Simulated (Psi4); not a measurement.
Psi4 1.11, BP86/def2-svp: Cr(NMe)2(Br)(SH) (C[N]=[Cr]([SH])([Br])=[N]C), 14 atoms. The geometry is a generated start, not checked to be a minimum at this level.

```json
{
 "task": "energy",
 "method": "bp86",
 "basis": "def2-svp",
 "memory": "3 GB",
 "maxiter": "100",
 "keys_of_the_molecule_block": "symmetry c1",
 "scf_type": "df (default)",
 "guess": "auto, which took SAD (default)",
 "scf_initial_accelerator": "adiis (default)",
 "e_convergence": "1e-06 (default)",
 "d_convergence": "1e-06 (default)",
 "dft_radial_points": "75 (default)",
 "dft_spherical_points": "302 (default)",
 "basis_functions": "172",
 "grid_points": "300396"
}
```

```xyz
14

Cr     0.2462     0.7370     0.5884
N     -1.2467     0.0527     0.5544
C     -2.3971    -0.6565     0.2360
H     -2.1630    -1.4975    -0.4310
H     -2.8736    -1.0442     1.1455
H     -3.1130     0.0039    -0.2682
N      1.3438     0.4141    -0.5898
C      2.0553    -0.0459    -1.6869
H      2.7706    -0.8142    -1.3660
H      1.3778    -0.4869    -2.4317
H      2.6138     0.7737    -2.1547
Br    -0.0180     3.0110     0.7282
S      1.2386    -0.0964     2.4640
H      0.1654    -0.3508     3.2120
```

Charge 0 and multiplicity 1 are set for this test and not shown to be the ground state.

One run each on 2 threads. Values of diis_max_vecs tried: 3, 6, 10 (default), 20.

Task: How does the count of SCF iterations change with diis_max_vecs, and where is it least?

Result: Fewest SCF iterations, within one of each other: 10 (default) with 21, 20 with 20. The count rises to 54 at 6. The run ends without SCF convergence in 100 iterations at 3.

```tsv
diis_max_vecs	SCF iterations	end
3	100	no convergence
6	54	same solution
10 (default)	21	same solution
20	20	same solution
```
